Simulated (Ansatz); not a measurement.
The parent structure is PbSe in the rock salt structure (space group Fm-3m, No. 225; a = 6.1780 Å). Axes: x, y, z lie along the cube axes.

Structures relaxed with r2SCAN in Ansatz (plane waves to 500 eV, PAW, scalar-relativistic without spin-orbit coupling).

Base:

Simulated powder pattern, Mo Kα, λ = 0.71073 Å (kinematic, ideal powder, no thermal factors, no anomalous dispersion; the 10 strongest lines at most, above 2 %, up to 2θ = 40°):

```json
[
 {"2θ (°)": "11.44", "I/Imax (%)": "35", "hkl": "(111)"},
 {"2θ (°)": "13.21", "I/Imax (%)": "100", "hkl": "(200)"},
 {"2θ (°)": "18.73", "I/Imax (%)": "83", "hkl": "(220)"},
 {"2θ (°)": "22.00", "I/Imax (%)": "22", "hkl": "(311)"},
 {"2θ (°)": "22.99", "I/Imax (%)": "32", "hkl": "(222)"},
 {"2θ (°)": "26.60", "I/Imax (%)": "16", "hkl": "(400)"},
 {"2θ (°)": "29.04", "I/Imax (%)": "10", "hkl": "(331)"},
 {"2θ (°)": "29.81", "I/Imax (%)": "45", "hkl": "(420)"},
 {"2θ (°)": "32.73", "I/Imax (%)": "34", "hkl": "(422)"},
 {"2θ (°)": "37.98", "I/Imax (%)": "10", "hkl": "(440)"}
]
```

After one change:

Simulated powder pattern, Mo Kα, λ = 0.71073 Å (kinematic, ideal powder, no thermal factors, no anomalous dispersion; the 10 strongest lines at most, above 2 %, up to 2θ = 40°):

```json
[
 {"2θ (°)": "11.69", "I/Imax (%)": "55"},
 {"2θ (°)": "13.12", "I/Imax (%)": "56"},
 {"2θ (°)": "13.69", "I/Imax (%)": "100"},
 {"2θ (°)": "19.01", "I/Imax (%)": "87"},
 {"2θ (°)": "19.41", "I/Imax (%)": "41"},
 {"2θ (°)": "23.50", "I/Imax (%)": "49"},
 {"2θ (°)": "29.86", "I/Imax (%)": "24"},
 {"2θ (°)": "30.66", "I/Imax (%)": "22"},
 {"2θ (°)": "30.92", "I/Imax (%)": "22"},
 {"2θ (°)": "33.72", "I/Imax (%)": "33"}
]
```

Problem. Which of these changes matches the shifts?
A. biaxial strain +4.78 %, plane normal [110], relaxed out of plane
B. uniaxial strain ε_zz = +1.87 %
C. tensor shear ε_yz = +2.21 %
D. biaxial strain −3.51 %, plane normal [001], relaxed out of plane

Solution. D, biaxial strain −3.51 %, plane normal [001], relaxed out of plane. Its volume per atom is 27.64 Å³ against 29.48 Å³, and its space group is I4/mmm (No. 139).

A biaxial case was relaxed in a doubled cell and then solved in the primitive one. Stability against distortions was not tested.

Ansatz is a first-principles code.
